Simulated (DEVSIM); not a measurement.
System: Cr/SiO2/n-Ge capacitor, at 300 K.

Layer 1 from the left is SiO2, thickness (nm) 1.40. Layer 2 from the left is Ge, thickness (nm) 8900, Nd (cm⁻³) 4.5e15.

Metal gate on the left, work function 4.5 eV. Fixed charge at the semiconductor interface -1.9e10 cm⁻² (in units of +e); no interface traps.

Constants are typed, rounded textbook-type inputs, not results; the design itself was drawn at random and stands for no fabricated device. Values at 300 K.

SiO2: gap (eV) 9, affinity (eV) 0.9, permittivity 3.9. Ge: gap (eV) 0.664, affinity (eV) 4, permittivity 16, Nc (cm⁻³) 1.04e19, Nv (cm⁻³) 6e18.

### Question
Estimate by hand the flat-band voltage, the threshold voltage, and compare with a numerical solution.

### Answer

- Flat-band voltage: C = 2.47 μF/cm², work-function difference 0.300 V; VFB = φms − qNf/C = 0.30 V; numerical 0.30 V.
- Threshold voltage: φF = 0.139 V, depletion charge √(4εqNφF) = 2.38e-8 C/cm²; VT = VFB − 2φF − Qd/C = 0.01 V; numerical 0.01 V.

DEVSIM, 1D Poisson equation in equilibrium, Boltzmann statistics, complete ionisation; no quantum confinement or tunnelling. Metal contacts follow the ideal Schottky-Mott rule: no Fermi-level pinning, no interface dipoles.
